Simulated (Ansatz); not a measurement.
Levels about the gap of amorphous Ga24O38Ti (63 atoms in a cell of 785 Å³, 4.92 g/cm³; zone centre alone, so wide bands show as single levels with stretches between that a denser mesh fills), at the geometry that PBE relaxed, where it gives 0.1 GPa on a denser mesh. Exact exchange is cut at the faces of this small cell, which leaves a finite-size error. The participation number counts the atoms over which a state spreads; weights are charges in smoothed Voronoi cells. The levels come from a single point, so bond lengths are those of that geometry. Method of the levels: HSE06, scalar-relativistic without spin-orbit coupling (Ansatz, a program for electronic structure). Sampling: the zone centre alone; Fermi-Dirac width 0.02 eV; no spin polarisation. At PBE the levels at the filled edge of the gap are localised (band-tail or defect states), and the nearest spread-out levels lie 2.2 eV apart at the zone centre.

The cell was made by melting and quenching with the CHGNet potential and then relaxed with DFT. O atoms were pushed apart under 1.9 Å during the dynamics, to hinder bonds among them. The hot cell started wider than the set density and was brought back towards it in steps. It is the lowest in DFT energy of 2 quenches. It is a model cell: composition and starting density were chosen by hand, and all elements were melted together. No dispersion term was used. Its density started from a set value of 4.92 and ended at 4.92 g/cm³. The simulated quench (nominally 330 K/ps over its main leg) is rapid and tends to freeze in more defects than a deposited or slowly cooled glass has. A cell of this size samples the disorder only roughly. The volume was held where the preparation left it and the shape relaxed, at a PBE pressure of 0.1 GPa.

```json
[
 {"E - E(highest filled), eV": "-0.44", "filling": "filled", "participation number": "17.7", "largest on": "O, 3 neighbours", "weight O": "0.94", "weight Ti": "0.00", "weight Ga": "0.06"},
 {"E - E(highest filled), eV": "-0.39", "filling": "filled", "participation number": "17.2", "largest on": "O, 3 neighbours", "weight O": "0.94", "weight Ti": "0.00", "weight Ga": "0.06"},
 {"E - E(highest filled), eV": "-0.38", "filling": "filled", "participation number": "19.0", "largest on": "O, 3 neighbours", "weight O": "0.94", "weight Ti": "0.00", "weight Ga": "0.05"},
 {"E - E(highest filled), eV": "-0.35", "filling": "filled", "participation number": "4.2", "largest on": "O, 2 neighbours", "weight O": "0.95", "weight Ti": "0.00", "weight Ga": "0.05"},
 {"E - E(highest filled), eV": "-0.26", "filling": "filled", "participation number": "9.8", "largest on": "O, 3 neighbours", "weight O": "0.95", "weight Ti": "0.00", "weight Ga": "0.05"},
 {"E - E(highest filled), eV": "-0.25", "filling": "filled", "participation number": "8.6", "largest on": "O, 3 neighbours", "weight O": "0.95", "weight Ti": "0.00", "weight Ga": "0.05"},
 {"E - E(highest filled), eV": "0.00", "filling": "filled", "participation number": "3.5", "largest on": "O, 2 neighbours", "weight O": "0.95", "weight Ti": "0.00", "weight Ga": "0.05"},
 {"E - E(highest filled), eV": "3.52", "filling": "empty", "participation number": "58.8", "largest on": "Ga, 4 neighbours", "weight O": "0.53", "weight Ti": "0.01", "weight Ga": "0.46"},
 {"E - E(highest filled), eV": "4.85", "filling": "empty", "participation number": "1.7", "largest on": "Ti, 5 neighbours", "weight O": "0.20", "weight Ti": "0.75", "weight Ga": "0.05"},
 {"E - E(highest filled), eV": "5.15", "filling": "empty", "participation number": "1.9", "largest on": "Ti, 5 neighbours", "weight O": "0.23", "weight Ti": "0.72", "weight Ga": "0.05"},
 {"E - E(highest filled), eV": "5.25", "filling": "empty", "participation number": "2.4", "largest on": "Ti, 5 neighbours", "weight O": "0.27", "weight Ti": "0.63", "weight Ga": "0.10"},
 {"E - E(highest filled), eV": "6.00", "filling": "empty", "participation number": "6.7", "largest on": "Ti, 5 neighbours", "weight O": "0.39", "weight Ti": "0.36", "weight Ga": "0.25"},
 {"E - E(highest filled), eV": "6.16", "filling": "empty", "participation number": "36.8", "largest on": "Ga, 4 neighbours", "weight O": "0.53", "weight Ti": "0.05", "weight Ga": "0.42"},
 {"E - E(highest filled), eV": "6.30", "filling": "empty", "participation number": "13.4", "largest on": "Ti, 5 neighbours", "weight O": "0.45", "weight Ti": "0.24", "weight Ga": "0.32"}
]
```

Most localised among these is the empty level at +4.85 eV, on a Ti atom, which has 5 neighbours (O 1.77 Å, O 1.87 Å, O 1.96 Å, O 2.03 Å, O 2.05 Å).
